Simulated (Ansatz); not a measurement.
## CdS: strain along the normal

CdS (zinc blende, F-43m, 24.696 Å³/atom at rest) under an equal strain ε in the (001) plane with the normal axis free, as in a coherent film. PBEsol in Ansatz, a plane-wave DFT program (PAW, default set), 420 eV, 10×10×10 Γ-centred mesh, Fermi-Dirac smearing 0.05 eV; ions are relaxed within the symmetry of each cell.

Here s stands for strain and y for normal strain.

| strain (%) | normal strain (%) |
|---|---|
| -3.00 | ? |
| -1.50 | 2.18 |
| -1.00 | 1.46 |
| -0.50 | 0.74 |
| 0.00 | 0.00 |
| 0.50 | -0.74 |
| 1.00 | -1.49 |
| 1.50 | -2.26 |

### Question
Using a straight line, estimate the missing y at s = -3.00 from the other rows, showing the fit.

### Answer
Means: s 0, y -0.016. About the means, the sum of products is -10.350 and the sum of squares of s is 7.0000; the slope is their ratio. Least squares gives y = -0.016 - 1.4786·s. Residuals (row less fit): -0.022, -0.003, 0.017, 0.016, 0.015, 0.005, -0.026; standard error 0.020 (degrees of freedom: 5). The slope, -1.48 ± 0.01, is the elastic response of the normal axis, −2C12/C11 for this plane. At the withheld row, y = -0.016 - 1.4786 × (-3.0) = 4.420%. The calculation gives 4.30%, 0.120% below the prediction (1.8 % of the range of y in the table). The row lies outside the fitted rows, so this is an extrapolation. From the scatter of the fitted rows alone, a prediction at this place has a standard error of 0.031%, so the miss is 3.9 times that.

One order more, fitted to all 13 runs of the series, follows each within 0.01, so the miss is the next term of a smooth law. CdS is here a metastable form; wurtzite is the usual one. Rows are the converged runs of the series near zero and its far end; series whose fitted rows scatter by over a few per cent of the range, as at a crossing or softening among them, aren't shown in this form. Most that stay on the fit to the last digits aren't either.
